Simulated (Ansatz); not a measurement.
A relaxation of the atoms of Lu3TlC (P4mm, 5 atoms in the cell) with Ansatz (a program for electronic structure).

Method: LDA (PW92), default PAW files made with PBE (plane waves; Ansatz).

The change in words: one atom moved by 0.15 angstrom; relax: default → atoms; relax.f_tol: default → 0.2 eV/Å. Reference geometry:
```
CELL_PARAMETERS angstrom
      4.73183     0.00000     0.00000
      0.00000     4.73183     0.00000
      0.00000     0.00000     4.73183
ATOMIC_POSITIONS crystal
  Lu 0.50000 0.00000 0.50000
  Lu 0.00000 0.50000 0.50000
  Lu 0.50000 0.50000 0.00000
  Tl 0.00000 0.00000 0.00000
  C  0.50000 0.50000 0.50000
```

Reference input (self-consistent single point, DFT, LDA (PW92), plane waves, default PAW files made with PBE): basis.ecutwfc = 420 eV; kpoints.mp_grid.grid = 7 7 7; hamiltonian.xc = lda; hamiltonian.pseudopotentials = {kind: paw} (the program's default PAW files); scf.occupations.method = gaussian; scf.occupations.width = 0.1 eV. This run's input differs from it in these lines:

```diff
@@ -7,3 +7,3 @@
     - { symbol: Lu, position: [0.500000, 0.000000, 0.500000] }
-    - { symbol: Lu, position: [0.000000, 0.500000, 0.500000] }
+    - { symbol: Lu, position: [0.031700, 0.500000, 0.500000] }
     - { symbol: Lu, position: [0.500000, 0.500000, 0.000000] }
@@ -20,2 +20,4 @@
   occupations: { method: gaussian, width: 0.1 }
+relax:
+  f_tol: 0.2
 output:
```

Output (repeated stretches shortened):

```
   [... SCF lines of the steps left out ...]
relax step   1: F+E_penalty+E_count = -54871.27842521 eV  Δ(F+E_penalty+E_count) = +0.000e0 eV  max|allowed force component| = 1.597e0 eV/Å  Δτ_max = 0.0000 Å  (6 SCF iters, dr2 threshold 1.00e-4 eV, accepted)
relax step   2: F+E_penalty+E_count = -54871.24714121 eV  Δ(F+E_penalty+E_count) = +3.128e-2 eV  max|allowed force component| = 9.511e-1 eV/Å  Δτ_max = 0.1948 Å  (7 SCF iters, dr2 threshold 1.00e-4 eV, rejected (line search))
relax step   3: F+E_penalty+E_count = -54871.37346642 eV  Δ(F+E_penalty+E_count) = -9.504e-2 eV  max|allowed force component| = 4.824e-1 eV/Å  Δτ_max = 0.0906 Å  (10 SCF iters, accepted)
relax step   4: F+E_penalty+E_count = -54871.39306344 eV  Δ(F+E_penalty+E_count) = -1.960e-2 eV  max|allowed force component| = 6.189e-3 eV/Å  Δτ_max = 0.0573 Å  (8 SCF iters, accepted)
the relaxation is at rest under the 8 symmetry operations that the run kept from its start: a minimum is not shown …
Free energy (F): -54871.393063 eV
Internal energy: -54871.390647 eV  (E = F + TS)
E sigma→0 (E₀):  -54871.391855 eV
Entropy (-TS):   -0.002416 eV (-0.483 meV/atom)
Fermi energy:    14.327102 eV
--- Forces (eV/Å), atoms counted from 1 ---
  atom   1  Lu    -0.00184206     0.00000000     0.00000000
  atom   2  Lu    -0.00339401     0.00000000     0.00000000
  atom   3  Lu    -0.00184206     0.00000000     0.00000000
  atom   4  Tl     0.00086051     0.00000000     0.00000000
  atom   5  C      0.00618142    -0.00000000     0.00000000
--- Stress (GPa, compression-positive) ---
   [... lines left out ...]
  atoms:
    - { symbol: Lu, position: [0.5064207453884337, -1.0684162294892325e-35, 0.5] }
    - { symbol: Lu, position: [0.006420521316807546, 0.5, 0.5] }
    - { symbol: Lu, position: [0.5064207453884337, 0.5, 0.0] }
    - { symbol: Tl, position: [0.006271826979820629, -3.052617798540664e-36, 0.0] }
    - { symbol: C, position: [0.5061661609265045, 0.5, 0.5] }
```

The run converged. 

Summary of the result:
- Free energy E − TS (on the zero of these files) = -54871.3931 eV
- Fermi level (on the code's own zero) = 14.33 eV
- Pressure = -4.33 GPa
- Largest force (vector length) = 0.006 eV/Å
- Relaxation steps = 4

The starting cell comes from a database of computed structures (which also holds hypothetical and non-ambient phases and stackings), without a prior relaxation at this level. Its lattice was rescaled by up to half a per cent. For this run, on top of that: one atom moved by 0.15 angstrom. The relaxation keeps the symmetry of its start, so its end need not be a minimum. Ansatz's pressure includes its estimate of the finite-basis (Pulay) stress.

Cost on one core of a shared machine: roughly 60 s.

Keys are those of Ansatz 0.2.
